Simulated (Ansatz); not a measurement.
## A constructed model of the (111) surface of fcc Ag, a layer of Ru in place of the second plane (bottom of the slab: a bare face, its two planes held)

Method: PBE (plane waves to 420 eV, PAW; Ansatz, a program for electronic structure).

Set-up: 6 atoms, 12.0 Å thick at the start with caps and adatoms (thin: gaps and levels are the slab's own); mesh 15x15x1; 0.1 eV smearing; dipole correction on; 2 atoms held, the rest relaxed; symmetry of the start imposed; no spin, no spin-orbit, no U. In PBE it lies 0.11 eV a 1x1 cell over the lowest computed structure of the same composition (a layer of Ru in place of the third plane).

```
Property                                         Value
-----------------------------  -----------------------
work function of the top face                  4.42 eV
energy released by relaxation                 0.069 eV
cost                           roughly 70 core-seconds
```
